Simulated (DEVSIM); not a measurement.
Structure: abrupt GaP n-p junction, at 350 K.

Layer 1 from the left is GaP, thickness (μm) 20.0, Nd (cm⁻³) 5.7e16, τn (s) 7.4e-7, τp (s) 7.4e-7. Layer 2 from the left is GaP, thickness (μm) 220, Na (cm⁻³) 1.5e17, τn (s) 7.4e-7, τp (s) 7.4e-7.

Left contact: ohmic. Right contact: ohmic. Voltage is applied to the left contact. Recombination: SRH at mid-gap, radiative, Auger. Mobility is constant in doping.

The device is made up for the run: typed textbook-type constants, with dimensions and the other settings drawn at random. Values at 300 K; Nc and Nv go as T^1.5, mobilities as T to minus their exponent, the gap by Varshni's rule with the affinity fixed.

GaP: gap (eV) 2.26, affinity (eV) 3.8, permittivity 11.1, Nc (cm⁻³) 1.8e19, Nv (cm⁻³) 1.9e19, μn (cm²/Vs) 250, μp (cm²/Vs) 150, T exponent of μn 1.6, T exponent of μp 1.98, B (cm³/s) 1e-13, Cn (cm⁶/s) 1e-30, Cp (cm⁶/s) 1e-30, Varshni α (eV/K) 0.00058, Varshni β (K) 372.

Estimate by hand the built-in potential, the peak field at zero bias, the capacitance at 6 V, and compare with a numerical solution.


- Built-in potential: ni = √(Nc Nv) exp(−Eg/2kT) = 1760 cm⁻³ with Eg = 2.239 eV; Vbi = kT/q ln(Na Nd/ni²) = 1.906 V; numerical 1.906 V.
- Peak field at zero bias: depletion approximation: W = √(2εVbi/(qN)) = 0.238 μm with N = 4.13e16 cm⁻³; field = 2Vbi/W = 160000 V/cm; numerical 158000 V/cm (estimate above by 1.6 %).
- Capacitance at 6 V: C = √(qεN / 2(Vbi + |V|)) = 20.3 nF/cm²; numerical 20.4 nF/cm².

Model (solved in DEVSIM): 1D drift-diffusion, Boltzmann statistics, complete ionisation; no tunnelling, impact ionisation, image-force lowering or self-heating.
